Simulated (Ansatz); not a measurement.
The reference is C in the diamond structure (space group Fd-3m, No. 227; a = 3.5317 Å). Axes: x, y, z lie along the cube axes.

Method: DFT with LDA, PAW potentials and a 420 eV plane-wave cutoff in Ansatz (a program for electronic structure), spin-orbit coupling left out.

The change: uniaxial strain ε_zz = −1.50 %, all other strain components held at zero, atoms relaxed at fixed cell.

### Question
Predict the stress tensor and what it implies for the stiffness.

### Answer
Stress of the strained cell less that of the base (GPa, compression positive):
```
   2.44    0.00    0.00
   0.00    2.44    0.00
   0.00    0.00   16.89
```

Then −Δσ_ii/ε with ε = -0.0150 gives secant stiffness values (nonlinear terms included at this strain): C33 ≈ 1130 GPa, C13 ≈ 163 GPa and C23 ≈ 163 GPa.

As a check, the harmonic strain energy −½ V₀ Δσ:ε is 4.4 meV/atom; the computed energy rise is 4.4 meV/atom.

No phonon test of stability was made.
